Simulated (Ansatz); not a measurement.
Crystal: Li$_{2}$Se (Fm-3m, anti-fluorite, not sure to be the ambient phase, 3 atoms a cell, 17.6 Å³ an atom); both levels run on this one cell.

Complex bands along the normal of (111) by Ansatz (plane waves, PAW, no spin-orbit coupling). r2SCAN gives a gap of 3.46 eV and a slowest mid-gap decay of 0.253 1/Å.

What does PBE give on the same cell, and what does that do to the current through 2 nm?

Gap 2.96 eV, κ = 0.228 1/Å. The mid-gap transmission through 2 nm changes by exp(2 × 20 × (0.253 − 0.228)) = a factor of 2.7 against r2SCAN.

Ansatz is a program for electronic structure.
